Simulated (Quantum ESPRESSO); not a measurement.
**Quick settings and what they miss: FeGe2 (I4/mcm, 6 atoms in the cell)**

Self-consistent single point.

```
CELL_PARAMETERS angstrom
     -2.91753     2.91753     2.41660
      2.91753    -2.91753     2.41660
      2.91753     2.91753    -2.41660
ATOMIC_POSITIONS crystal
  Fe 0.75000 0.75000 0.00000
  Fe 0.25000 0.25000 0.00000
  Ge 0.15489 0.65489 0.80978
  Ge 0.84511 0.34511 0.19022
  Ge 0.65489 0.84511 0.50000
  Ge 0.34511 0.15489 0.50000
```
Moments meant for the start (each program seeds them in its own way; μB, in the order of the atoms Fe Fe Ge Ge Ge Ge): 4.0 4.0 0.0 0.0 0.0 0.0.

Level of theory: LDA (PZ), PSlibrary PAW (LDA) pseudopotentials (plane waves; Quantum ESPRESSO 7.5).

Base settings: ecutwfc = 55 Ry; ecutrho = 330 Ry; occupations = smearing; smearing = mp; degauss = 0.0073499 Ry; nspin = 2; potentials = {Fe: Fe.pz-n-kjpaw_psl.1.0.0.UPF, Ge: Ge.pz-n-kjpaw_psl.1.0.0.UPF}; K_POINTS = automatic 5 5 5 0 0 0; conv_thr = 1e-10 Ry; mixing_beta = 0.4.

Tight run (finer mesh or higher cutoff; not a proven limit): ecutwfc: 55 Ry → 77 Ry; ecutrho: 330 Ry → 462 Ry; conv_thr: 1e-10 Ry → 7.3e-11 Ry; K_POINTS: automatic 5 5 5 0 0 0 → automatic 7 7 7 0 0 0. It gave Fermi level (on the code's own zero) 11.07 eV; pressure -3.29 GPa; largest force (vector length) 0.198 eV/Å; size of the cell's spin moment 2.03 μB; site moments (μB, in the program's spheres or projections) Fe 1.08, Fe 1.08, Ge -0.03, Ge -0.03, Ge -0.03, Ge -0.03.

Quick runs, as changes from the base:
- A: the base itself
- B: degauss: 0.0073499 Ry → 0.036749 Ry; conv_thr: 1e-10 Ry → 7.3e-05 Ry; K_POINTS: automatic 5 5 5 0 0 0 → automatic 4 4 4 1 1 1
- C: ecutwfc: 55 Ry → 33 Ry; ecutrho: 330 Ry → 198 Ry; conv_thr: 1e-10 Ry → 7.3e-05 Ry; pseudopotentials: {Fe: Fe.pz-n-kjpaw_psl.1.0.0.UPF, Ge: Ge.pz-n-kjpaw_psl.1.0.0.UPF} → {Fe: Fe.pbe-n-kjpaw_psl.1.0.0.UPF, Ge: Ge.pbe-n-kjpaw_psl.1.0.0.UPF}; K_POINTS: automatic 5 5 5 0 0 0 → automatic 6 6 6 0 0 0; input_dft: default → pbesol [PBEsol]

Energies are extrapolated to zero smearing width, which holds to low order in the width alone (under cold and Methfessel-Paxton smearing the free energy itself is taken).

Dashes: energy of C, another energy zero.

† marks runs with another functional, U, potentials or spin treatment: their distance from the tight run is not a convergence error alone.

The count of work is k-points × plane waves × bands × iterations; it is no time. Core times come from one kind of shared machine and are given to one figure; runs under 30 s give none.

The starting cell comes from a database of computed structures (which also holds hypothetical and non-ambient phases and stackings), without a prior relaxation at this level. Its lattice was rescaled by a random factor within 2.5 % of one. The magnetic order is the one reached from the typed start; others were not searched systematically. In the base run, with a pressure of about -4 GPa the cell is away from its equilibrium volume at this level.

```tsv
run	energy less tight (meV/atom)	largest miss in a force vector (eV/Å)	size of the net moment less tight (μB/atom)	count of work / tight	core time / tight (rough)
A	-5.9	0.115	-0.01	0.30	0.2
B	5.3	0.090	-0.04	0.10	0.1
C†	–	0.069	0.02	0.13	0.2
```

Among the runs at the tight run's level, the energy misses run from 5.3 to 5.9 meV/atom.

Left out of this page: 3 runs of the series outside the window shown, repeating another row's setting, or not comparable.
